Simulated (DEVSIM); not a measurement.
System: Co/AlN/p-Si capacitor, at 250 K.

| layer (left to right) | material | thickness (nm) | Na (cm⁻³) |
|---|---|---|---|
| 1 | AlN | 19.0 | - |
| 2 | Si | 4700 | 1.5e16 |

Metal gate on the left, work function 5 eV. Fixed charge at the semiconductor interface -1.2e11 cm⁻² (in units of +e); no interface traps.

This is a model device: material constants are rounded textbook-type values typed into the input, and sizes, dopings and lifetimes were drawn at random. Values at 300 K; Nc and Nv go as T^1.5, mobilities as T to minus their exponent, the gap by Varshni's rule with the affinity fixed.

```tsv
parameter	AlN	Si
gap (eV)	6.1	1.124
affinity (eV)	1.9	4.05
permittivity	8.5	11.7
Nc (cm⁻³)	-	2.86e19
Nv (cm⁻³)	-	3.1e19
Varshni α (eV/K)	-	0.000473
Varshni β (K)	-	636
```

DEVSIM, 1D Poisson equation in equilibrium, Boltzmann statistics, complete ionisation; no quantum confinement or tunnelling. Metal contacts follow the ideal Schottky-Mott rule: no Fermi-level pinning, no interface dipoles.

Base results: minimum of the low-frequency capacitance (μF/cm²) 0.0384; threshold voltage (band bending 2φF) (V) 1.00; capacitance of the dielectric stack (μF/cm²) 0.396; flat-band voltage (V) 0.02.

Problem. What follows from this one change: interface trap density 0 → 1e+11 cm^-2 eV^-1?

Solution. minimum of the low-frequency capacitance 0.0384 → 0.0510 μF/cm²; threshold voltage (band bending 2φF) little changed (1.01 V); capacitance of the dielectric stack little changed (0.396 μF/cm²); flat-band voltage 0.02 → 0.00 V.

Problem. What follows from this one change: gate work function 5 → 5.3 eV?

Solution. minimum of the low-frequency capacitance little changed (0.0384 μF/cm²); threshold voltage (band bending 2φF) 1.00 → 1.30 V; capacitance of the dielectric stack little changed (0.396 μF/cm²); flat-band voltage 0.02 → 0.32 V.

Problem. What follows from this one change: AlN thickness 0.019 → 0.01 μm?

Solution. minimum of the low-frequency capacitance 0.0384 → 0.0403 μF/cm²; threshold voltage (band bending 2φF) 1.00 → 0.90 V; capacitance of the dielectric stack 0.396 → 0.753 μF/cm²; flat-band voltage 0.02 → 0.00 V.

Problem. What follows from this one change: substrate doping 1.5e+16 → 7.5e+15 cm^-3?

Solution. minimum of the low-frequency capacitance 0.0384 → 0.0289 μF/cm²; threshold voltage (band bending 2φF) 1.00 → 0.94 V; capacitance of the dielectric stack little changed (0.396 μF/cm²); flat-band voltage 0.02 → 0.04 V.

Problem. What follows from this one change: temperature 250 → 350 K?

Solution. minimum of the low-frequency capacitance 0.0384 → 0.0455 μF/cm²; threshold voltage (band bending 2φF) 1.00 → 0.91 V; capacitance of the dielectric stack little changed (0.396 μF/cm²); flat-band voltage 0.02 → 0.13 V.
